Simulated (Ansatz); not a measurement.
Pt₃In (Pm-3m, No. 221, 4 atoms in the cell; start mp-20516) was calculated with r²SCAN (plane waves, PAW; Ansatz, a first-principles code).

Settings: plane-wave cutoff 560 eV, 14×14×14 k mesh, Fermi–Dirac smearing 0.05 eV, scalar-relativistic PAW data made under PBE.

Cell (relaxed at this level):

Space group Pm-3m (No. 221); a = b = c = 4.0147 Å, α = β = γ = 90.00°

```json
[
 {"atom": "In", "site": "1a", "symmetry": "m-3m", "x": "0.0000", "y": "0.0000", "z": "0.0000"},
 {"atom": "Pt", "site": "3c", "symmetry": "4/mm.m", "x": "0.0000", "y": "0.5000", "z": "0.5000"}
]
```

**Question.** What does this level give for the bulk modulus B0?

**Answer.** 
bulk modulus B0: 219 GPa

The run finds no gap.

Note: the bulk modulus is −V dP/dV from two relaxed cells at ±2 % in volume; the relaxation could not lower the start's symmetry, so the cell can be a saddle point above a distorted one.

Spin–orbit coupling is not included.

Static lattice: no zero-point or thermal effects.

Cost on a shared machine: around 3 core-minutes (rough).

A start named mp-… is a Materials Project structure, which need not be a measured phase.
